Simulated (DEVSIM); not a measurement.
System: Pd/HfO2/n-Ge capacitor, at 250 K.

Layer 1 from the left is HfO2, thickness (nm) 21.0. Layer 2 from the left is Ge, thickness (nm) 1300, Nd (cm⁻³) 2e17.

Metal gate on the left, work function 5.2 eV. Fixed charge at the semiconductor interface -7.5e10 cm⁻² (in units of +e); no interface traps.

This is a model device: material constants are rounded textbook-type values typed into the input, and sizes, dopings and lifetimes were drawn at random. Values at 300 K; Nc and Nv go as T^1.5, mobilities as T to minus their exponent, the gap by Varshni's rule with the affinity fixed.

HfO2: gap (eV) 5.7, affinity (eV) 2.5, permittivity 22. Ge: gap (eV) 0.664, affinity (eV) 4, permittivity 16, Nc (cm⁻³) 1.04e19, Nv (cm⁻³) 6e18, Varshni α (eV/K) 0.000477, Varshni β (K) 235.

**Question.** Estimate by hand the flat-band voltage, the threshold voltage, and compare with a numerical solution.

**Answer.** 
- Flat-band voltage: C = 0.928 μF/cm², work-function difference 1.121 V; VFB = φms − qNf/C = 1.13 V; numerical 1.13 V.
- Threshold voltage: φF = 0.268 V, depletion charge √(4εqNφF) = 2.21e-7 C/cm²; VT = VFB − 2φF − Qd/C = 0.36 V; numerical 0.36 V.

Model (solved in DEVSIM): 1D Poisson equation in equilibrium, Boltzmann statistics, complete ionisation; no quantum confinement or tunnelling. Metal contacts follow the ideal Schottky-Mott rule: no Fermi-level pinning, no interface dipoles.
